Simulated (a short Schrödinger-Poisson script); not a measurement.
Stack: MOS inversion layer, SiO2 on p-type Si(100), at 300 K.

```tsv
layer	material	thickness (nm)	Na (cm⁻³)
1	SiO2	2.6	-
2	Si	510	7e17
```

Constants are typed, rounded textbook-type inputs, not results; the design itself was drawn at random and stands for no fabricated device. SiO2: permittivity 3.9, conduction-band edge (eV) 3.15, gap (eV) 9, electron mass (mₑ) 0.5. Si: permittivity 11.7, conduction-band edge (eV) 0, gap (eV) 1.124, Nv at 300 K (cm⁻³) 3.1e19.

Channel valleys (confinement mass, in-plane density-of-states mass, number): Δ2 0.916, 0.19, 2; Δ4 0.19, 0.417, 4. At the gate the conduction-band edge of layer 1 lies 3.41 eV − eVg above the Fermi level of the channel; the field vanishes at the back. Gaps are held at their typed values at every temperature. Mesh 0.03 nm at interfaces.

Solved with a short Schrödinger-Poisson script written for these runs: 1D Poisson equation in equilibrium, electrons classical, Fermi-Dirac, parabolic valleys, classical holes, full ionisation, no traps, pinning or gate leakage.

The same stack at other levels of the model or other numerical settings:

```tsv
run	sheet density of all electrons at Vg = 2.1 V (cm⁻²)	sheet density of all electrons at Vg = 0.9 V (cm⁻²)	capacitance at Vg = 2.1 V (μF/cm²)	centroid of the channel electrons at Vg = 2.1 V (nm)	rough cost against the base
base	1.11e13	2.09e12	1.23	0.51	about 1
electrons treated as classical, Boltzmann	1.15e13	2.15e12	1.29	0.33	0.2
electrons treated as quantum, Hartree	9.69e12	1.39e12	1.15	1.34	5
mesh six times as coarse	1.09e13	2.04e12	1.22	0.59	0.3
```

The classical rows ignore confinement, and Boltzmann statistics overrate the density once the band edge passes the Fermi level.
